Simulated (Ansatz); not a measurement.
Take GaAs in the rock salt structure (space group Fm-3m, No. 225; a = 5.394 Å; a hypothetical phase, not in the database extracts checked; relaxed with 0.1 eV smearing) as the base. Axes: x, y, z lie along the cube axes.

Level of theory: PBE (Ansatz, an electronic-structure program, PAW, no spin-orbit coupling), earlier PAW set.

Strains are applied to the cell and any free atomic positions relax; under biaxial strain the out-of-plane vector relaxes too.

One change was made to it. Results:

The energy grows by 17 meV/atom; the pressure (mean of the normal stresses, compression positive) goes from zero to -2.7 GPa.

**Question.** Which change produced these results?
(A) uniaxial strain ε_xx = +0.74 %
(B) biaxial strain +1.69 %, plane normal [001], relaxed out of plane
(C) uniaxial strain ε_yy = +4.19 %
(D) biaxial strain +3.15 %, plane normal [001], relaxed out of plane
(E) uniaxial strain ε_xx = +1.01 %

**Answer.** D, biaxial strain +3.15 %, plane normal [001], relaxed out of plane. For comparison, the energy relative to the base in the other runs: uniaxial strain ε_xx = +0.74 % gives +0.4 meV/atom; uniaxial strain ε_yy = +4.19 % gives +12 meV/atom; uniaxial strain ε_xx = +1.01 % gives +0.8 meV/atom; biaxial strain +1.69 %, plane normal [001], relaxed out of plane gives +5.1 meV/atom.

Stability against distortions was not tested. All final runs are without spin polarisation.
